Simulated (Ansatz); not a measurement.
Output of an Ansatz run (abridged):

```
WARN ansatz: RAYON_NUM_THREADS=1 ignored (pool sized by the plan → 1); use --threads N
Pseudopotentials: kind: paw
Pseudopotential: Y, paw, valence charge 11
Crystal: 2 atoms, lattice volume = 65.517 Å³
Basis set: ecut = 420 eV, 1255 PW (Γ), exchange–correlation on 50×50×80 points (8 copies of the dense FFT grid, shifted against one another)
Bands: 15, of which v1, the nominal top of the filled ones, is band 11 counted from 1 (10 counted from 0)
Symmetry: 24 space group operations
Space group: P63/mmc (ITA 194), of the structure as read, at distance tolerance 4.0e-5 Å
k-points: 56 of 600
Initial density: superposition of atomic densities (neutral atoms: chi_scale 0, normalization atom), corrected by the library's trained network
Initial wavefunctions: pseudopotential atomic-orbital guess
Eigensolver: davidson
Functional: x = pbe(κ = 0.804, μ = 0.2195149727645171), c = pbe(β = 0.06672455060314922)
SCF iter   1: F=—  HF=-7697.347104 eV  |F-HF|=—  |Δ(HF+E_count)|=         —  Δρ=1.65e-3  dr2=1.41e-3  ethr=1.77e-3  ⟨swp⟩=4.4  Hψ=3664  notcnv=0
all-band conjugate gradients solve this SCF's bands
preconditioner: auto → Kerker (q_TF=auto, 2.275 Å⁻¹)
SCF iter   2: F=—  HF=-7697.347559 eV  |F-HF|=—  |Δ(HF+E_count)|=   4.55e-4  Δρ=1.07e-3  dr2=5.76e-4  ethr=6.41e-6  ⟨swp⟩=2.1  Hψ=1831  notcnv=0
SCF iter   3: F=—  HF=-7697.347908 eV  |F-HF|=—  |Δ(HF+E_count)|=   3.49e-4  Δρ=2.39e-4  dr2=5.24e-5  ethr=2.62e-6  ⟨swp⟩=2.1  Hψ=989  notcnv=0
SCF iter   4: F=—  HF=-7697.347889 eV  |F-HF|=—  |Δ(HF+E_count)|=   1.86e-5  Δρ=1.37e-4  dr2=8.83e-6  ethr=2.38e-7  ⟨swp⟩=2.3  Hψ=1142  notcnv=0
iter 5 did not close the SCF: its close was put off for the readings that it lacked (scf_convergence_deferred on its scf_iter line)
SCF iter   5: F=-7697.347889 eV  HF=-7697.347889 eV  |F-HF|=1.16e-8  |Δ(HF+E_count)|=   2.18e-7  Δρ=1.25e-5  dr2=5.96e-8  ethr=4.02e-8  ⟨swp⟩=2.1  Hψ=1335  notcnv=0
SCF iter   6: F=-7697.347889 eV  HF=-7697.347889 eV  |F-HF|=6.39e-9  |Δ(HF+E_count)|=   2.39e-8  Δρ=4.46e-6  dr2=1.00e-8  ethr=2.71e-10  ⟨swp⟩=2.6  Hψ=3217  notcnv=0
SCF 1 converged in 6 iterations: F = -7697.347889 eV  dr2 = 1.00e-8
SCF converged after 6 iterations
Free energy (F): -7697.347889 eV
Harris-Foulkes:  -7697.347889 eV  (|F-HF|=6.39e-9)
Internal energy: -7697.331612 eV  (E = F + TS)
E sigma→0 (E₀):  -7697.339751 eV
Entropy (-TS):   -0.016277 eV (-8.139 meV/atom)
Fermi energy:    9.364446 eV
--- Per-component energies (eV) ---
  E_band       = -242.973813
  E_kinetic    = 608.922444
  E_local      = -1226.659968  (includes V_loc(G=0)·N_el)
  E_nonlocal   = 100.263472
  E_hartree    = 389.005956
  E_xc         = -345.777349
  E_vxc        = -396.944059  (∫ρ·V_xc dr)
  E_paw        = -5650.723820  (= ΣΔE_a)
  E_vpaw       = -106.564344  (= ΣTr[D̂ρ^β])
  E_aug_tail   = 0.000007  (compensation charges beyond the density's cutoff)
  E_ewald      = -1572.362352
  E_smearing   = -0.016277  (= −TS)
  E_closure    = -0.000000  (closes the sum)
  Σ components = -7697.347889   (vs F -7697.347889, Δ=0.00e0)
--- Forces (eV/Å), atoms counted from 1 ---
  atom   1  Y     -0.00000000    -0.00000000     0.00000000
  atom   2  Y      0.00000000     0.00000000     0.00000000
  max |Σ_I F_I| component: 4.63e-18 eV/Å
--- Stress (GPa, compression-positive) ---
        0.382808      -0.000000       0.000000
       -0.000000       0.382808       0.000000
        0.000000       0.000000      -0.510478
  P = ⅓ Tr σ = 0.0850 GPa (0.850 kbar)
  The stress holds the Pulay correction. Without it, at fixed plane waves, as pw.x and ABINIT print it: P = 0.0812 GPa
--- Band table (eV; the first three rows and the last of 56) ---
  k-point 0: bands = ["-33.2819", "-33.2075", "-13.5729", "-13.0941", "-13.0941", "-13.0043", "-13.0043", "-12.9709", "4.7118", "7.5139", "10.2489", "11.1185", "11.1185", "11.4155", "11.7245"]
  k-point 1: bands = ["-33.2770", "-33.2125", "-13.5347", "-13.0882", "-13.0882", "-13.0136", "-13.0104", "-13.0104", "4.8925", "7.3782", "10.1061", "11.0273", "11.0273", "11.2399", "11.5750"]
  k-point 2: bands = ["-33.2634", "-33.2262", "-13.4289", "-13.1283", "-13.0718", "-13.0718", "-13.0269", "-13.0269", "5.4026", "6.8925", "10.0315", "10.7999", "10.9540", "10.9540", "11.2786"]
  k-point 55: bands = ["-33.2052", "-33.2052", "-13.4556", "-13.4556", "-13.2934", "-13.2934", "-13.0751", "-13.0751", "8.6488", "8.6488", "9.3154", "9.3154", "9.7815", "9.7815", "12.0629"]
```

The structure:

```
CELL_PARAMETERS angstrom
      1.81953    -3.15151     0.00000
      1.81953     3.15151     0.00000
      0.00000     0.00000     5.71281
ATOMIC_POSITIONS crystal
  Y  0.33333 0.66667 0.25000
  Y  0.66667 0.33333 0.75000
```

Question: What input produced this log?

Answer: Other spellings and defaults could give the same log, and not every line can be read from it. The input that was run (DFT, PBE, plane waves, default PAW files):

Ansatz 0.2 input:
```yaml
# Y
crystal:
  lattice:
    - [1.81952500, -3.15151000, 0.00000000]
    - [1.81952500, 3.15151000, 0.00000000]
    - [0.00000000, 0.00000000, 5.71281000]
  atoms:
    - { symbol: Y, position: [0.33333333, 0.66666667, 0.25000000] }
    - { symbol: Y, position: [0.66666667, 0.33333333, 0.75000000] }
basis:
  ecutwfc: 420.0 eV
kpoints:
  mp_grid: { grid: [10, 10, 6] }
hamiltonian:
  xc: pbe
  pseudopotentials: { kind: paw }
scf:
  occupations: { method: gaussian, width: 0.1 eV }
output:
  forces: true
  eigenvalues: true
  stress: true
```

The starting cell has typed, rounded lattice constants, without a prior relaxation at this level. Its lattice was rescaled by up to half a per cent. Ansatz's pressure includes its estimate of the finite-basis (Pulay) stress.

Ansatz is a quantum-chemistry and plane-wave program.
